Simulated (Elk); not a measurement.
Elk run on In₃Ga (Fm-3m, 4 atoms in the cell): self-consistent single point.

Method of the run: LDA (PW92), all-electron FP-LAPW, Elk's shipped species files, APW+lo basis with extra local orbitals (Elk).

```yaml
crystal:
  lattice:
    - [0.00000, 3.66564, 3.66564]
    - [3.66564, 0.00000, 3.66564]
    - [3.66564, 3.66564, 0.00000]
  atoms:
    - { symbol: In, position: [0.25000, 0.25000, 0.25000] }
    - { symbol: In, position: [0.75000, 0.75000, 0.75000] }
    - { symbol: In, position: [0.50000, 0.50000, 0.50000] }
    - { symbol: Ga, position: [0.00000, 0.00000, 0.00000] }
```

Reference input (self-consistent single point, DFT, PBEsol, all-electron FP-LAPW, Elk's shipped species files, APW+lo basis with extra local orbitals): xctype = 22; rgkmax = 8; stype = 0; swidth = 0.00367493 Ha; ngridk = 10 10 10; tforce = true; gmaxvr = 18 1/bohr; lmaxapw = 10; lmaxo = 8; nxlo = 2; lorbcnd = true; lradstp = 2. This run's input differs from it in these lines:

```diff
@@ -2,5 +2,2 @@
   0
-
-xctype
-  22
```

Output, abridged:

```
│ Self-consistent loop started │
│ Loop number : 1 │
 total energy                :     -19581.5262370
│ Loop number : 2 │
 total energy                :     -19581.6318571
RMS change in Kohn-Sham potential (target) :   0.2511553691E-01 (  0.1000000000E-05)
Absolute change in total energy (target)   :   0.1056201175     (  0.1000000000E-03)
│ Loop number : 3 │
 total energy                :     -19581.6255878
RMS change in Kohn-Sham potential (target) :   0.2491018704E-01 (  0.1000000000E-05)
Absolute change in total energy (target)   :   0.2013569092E-01 (  0.1000000000E-03)
│ Loop number : 4 │
   [... lines left out ...]
Absolute change in total energy (target)   :   0.4369923663E-03 (  0.1000000000E-03)
│ Loop number : 14 │
 total energy                :     -19575.5995017
RMS change in Kohn-Sham potential (target) :   0.1651939553E-07 (  0.1000000000E-05)
Absolute change in total energy (target)   :   0.1061173753E-03 (  0.1000000000E-03)
│ Loop number : 15 │
 total energy                :     -19575.5995069
RMS change in Kohn-Sham potential (target) :   0.6628227291E-08 (  0.1000000000E-05)
Absolute change in total energy (target)   :   0.2137276169E-04 (  0.1000000000E-03)
Convergence targets achieved

│ Loop number : 16 │

Energies :
 Fermi                       :     0.209685809691
 total energy                :     -19575.5995076

Density of states at Fermi energy :    62.82578887
 (states/Hartree/unit cell)

Estimated indirect band gap :   0.5788181037E-03
 from k-point     22 to k-point      3
Estimated direct band gap   :   0.7047435426E-02
 at k-point     14

Charges :
 core                        :    108.0000000
 valence                     :    70.00000000
 interstitial                :    6.469677007
 muffin-tins (core leakage)
  species :    1 (In)
   atom    1                 :    47.33220980     (  0.1319225995E-03)
   atom    2                 :    47.33220980     (  0.1319225995E-03)
   atom    3                 :    47.35209104     (  0.1321340918E-03)
  species :    2 (Ga)
   [... lines left out ...]
   total force               :    -0.00000000    0.00000000   -0.00000000
   total magnitude           :     0.00000000
 species :    2 (Ga)
  atom :    1
   Hellmann-Feynman          :     0.00000000   -0.00000000    0.00000000
   IBS                       :    -0.00000000    0.00000000   -0.00000000
   total force               :    -0.00000000    0.00000000   -0.00000000
   total magnitude           :     0.00000000
```

The run converged in 16 iterations. The count includes the last loop, which Elk runs after its targets are met. 

The starting cell comes from a database of computed structures (which also holds hypothetical and non-ambient phases and stackings), without a prior relaxation at this level. Values depend on the basis (sphere radii, cutoffs, local orbitals), which need not be converged. The log's line on a gap gives a spacing of levels on this mesh, which the program prints for metals too.

Cost on one core of a shared machine: roughly 5 min.
